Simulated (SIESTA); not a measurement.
Input and output of a relaxation of the atoms for Cd3Pt (I4mm, 4 atoms in the cell) (SIESTA).

Computed with LDA PW92, numerical atomic orbitals DZP, PseudoDojo LDA standard norm-conserving potentials (rewritten from UPF to PSML) (SIESTA).

The change in words: one atom moved by 0.15 angstrom; MD.TypeOfRun: default → Broyden; MD.Steps: default → 40; MD.MaxForceTol: default → 0.002 eV/Ang. Reference geometry:
```
Cd3Pt
1.0
   -2.08638     2.08638     4.33726
    2.08638    -2.08638     4.33726
    2.08638     2.08638    -4.33726
Cd Pt
3 1
Direct
  0.75000   0.25000   0.50000
  0.25000   0.75000   0.50000
  0.50000   0.50000   0.00000
  0.00000   0.00000   0.00000
```

Reference input (self-consistent single point, DFT, LDA PW92, numerical atomic orbitals DZP, PseudoDojo LDA standard norm-conserving potentials (rewritten from UPF to PSML)): XC.functional = LDA; XC.authors = PW92; potentials = PseudoDojo LDA standard; PAO.BasisSize = DZP; PAO.EnergyShift = 0.01 Ry; MeshCutoff = 350 Ry; kgrid.MonkhorstPack = 5 5 5; OccupationFunction = FD; ElectronicTemperature = 100 meV; MaxSCFIterations = 150; SCF.Mixer.Method = Broyden; SCF.Mixer.Weight = 0.2. This run's input differs from it in these lines:

```diff
@@ -20,3 +20,3 @@
      0.250000000    0.750000000    0.500000000  1
-     0.500000000    0.500000000    0.000000000  1
+     0.517292000    0.517292000    0.000000000  1
      0.000000000    0.000000000    0.000000000  2
@@ -43,2 +43,5 @@
 Diag.ParallelOverK           true
+MD.TypeOfRun                 Broyden
+MD.Steps                     40
+MD.MaxForceTol               0.002 eV/Ang
 WriteForces                  true
```

Output (repeated stretches shortened):

```
        iscf     Eharris(eV)        E_KS(eV)     FreeEng(eV)     dDmax    Ef(eV) dHmax(eV)
   scf:    1   -17828.430483   -17851.085140   -17851.107812  1.278315 -1.184312 12.989490
   scf:    2   -17863.697970   -17858.641579   -17858.667270  0.346181 -1.818616  6.099692
   scf:    3   -17862.320171   -17860.804905   -17860.832711  0.285631 -2.063060  1.766945
   scf:    4   -17861.102700   -17861.004955   -17861.034053  0.128322 -2.182357  0.147804
   scf:    5   -17861.008214   -17861.007698   -17861.037429  0.053101 -2.209704  0.153959
   [... 3 lines left out ...]
   scf:    9   -17861.009184   -17861.009179   -17861.039110  0.000513 -2.221328  0.004743
   scf:   10   -17861.009183   -17861.009181   -17861.039111  0.000254 -2.221775  0.002899
   scf:   11   -17861.009183   -17861.009182   -17861.039112  0.000185 -2.221911  0.000520
   scf:   12   -17861.009184   -17861.009183   -17861.039112  0.000034 -2.221983  0.000363
SCF Convergence by DM+H criterion
max |DM_out - DM_in|         :     0.0000342165
max |H_out - H_in|      (eV) :     0.0003629719
SCF cycle converged after 12 iterations

Using DM_out to compute the final energy and forces

siesta: E_KS(eV) =           -17861.0092

siesta: E_KS - E_eggbox =    -17861.0092

siesta: Atomic forces (eV/Ang):
     1    0.000361   -0.000566    0.541660
     2   -0.000566    0.000361    0.541660
     3    0.000784    0.000784   -0.942832
     4   -0.000085   -0.000085   -0.140343
   Tot    0.000495    0.000495    0.000145
   Max    0.942832
   Res    0.353013    sqrt( Sum f_i^2 / 3N )
   Max    0.942832    constrained

Stress tensor Voigt[x,y,z,yz,xz,xy] (kbar):      138.81      138.81      130.99        0.11        0.11        0.73
(Free)E + p*V (eV/cell)   -17867.4592
   [... lines left out ...]
outcell: Cell volume (Ang**3)        :     75.5200
        iscf     Eharris(eV)        E_KS(eV)     FreeEng(eV)     dDmax    Ef(eV) dHmax(eV)
siesta: FreeEng =    -17861.110090
siesta: Cell volume =         75.520015 Ang**3
siesta:        -138.88759309       -138.88504074  kBar
   [... lines left out ...]
              0.176   1.569   1.605   1.690   1.605   1.733   0.094   0.078

              0.087   0.078   0.072

mulliken: Qtot =       78.000

Mulliken Atomic Populations:
Atom #   charge [q] valence [e]  Species
     1     0.032371   19.967629  Cd
     2     0.032371   19.967629  Cd
     3     0.104044   19.895956  Cd
     4    -0.168787   18.168787  Pt
 Total    -0.000000
```

The run converged. 

Summary of the result:
| Quantity | Value |
|---|---|
| Free energy E − TS | -17861.1101 eV |
| Fermi level (on the code's own zero) | -2.22 eV |
| Pressure | -13.89 GPa |
| Largest force (vector length) | 0.002 eV/Å |
| Relaxation steps | 11 |

The starting cell comes from a database of computed structures (which also holds hypothetical and non-ambient phases and stackings), without a prior relaxation at this level. Its lattice was rescaled by up to half a per cent. For this run, on top of that: one atom moved by 0.15 angstrom. Spin polarisation is off. Values carry the incompleteness of an atom-centred basis.

Cost on one core of a shared machine: roughly 2 min.
